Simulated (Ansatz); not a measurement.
Sc2B2Si (model structure, started from the Ti2InB2 type, P-6m2, No. 187, 5 atoms in the cell) was calculated with LDA (Ansatz, an electronic-structure program, plane waves, PAW).

Numerical settings: plane-wave cutoff 520 eV, 24×24×8 k mesh (along the axes of the cell as run), Fermi–Dirac smearing 0.05 eV, scalar-relativistic PAW data made under PBE.

Cell (relaxed at this level):

```cif
data_B2Sc2Si
_chemical_formula_sum 'Sc2 Si1 B2'
_space_group_name_H-M_alt 'P 1'
_space_group_IT_number 1
_cell_length_a 3.10334
_cell_length_b 3.10334
_cell_length_c 7.67982
_cell_angle_alpha 90.000
_cell_angle_beta 90.000
_cell_angle_gamma 120.000
loop_
_space_group_symop_operation_xyz
  'x, y, z'
loop_
_atom_site_label
_atom_site_type_symbol
_atom_site_fract_x
_atom_site_fract_y
_atom_site_fract_z
_atom_site_occupancy
Sc1 Sc 0.33333 0.66667 0.72036 1
Sc2 Sc 0.33333 0.66667 0.27964 1
Si1 Si 0.00000 0.00000 0.00000 1
B1 B 0.00000 0.00000 0.50000 1
B2 B 0.66667 0.33333 0.50000 1
```

Question: What does this level give for the bulk modulus?

Answer: 
- bulk modulus = 147 GPa

The run finds no gap.

Note: the bulk modulus is −V dP/dV from two relaxed cells at ±2 % in volume; the relaxation could raise the start's symmetry but not lower it, so the cell can be a saddle point.

The computed numbers hold no vibrational or temperature effects.

Computing time: roughly 4 core-minutes.

A model structure was made by putting elements into a prototype or built by hand; it is no filed structure, need not be a known phase, and can be a saddle point held by its symmetry.
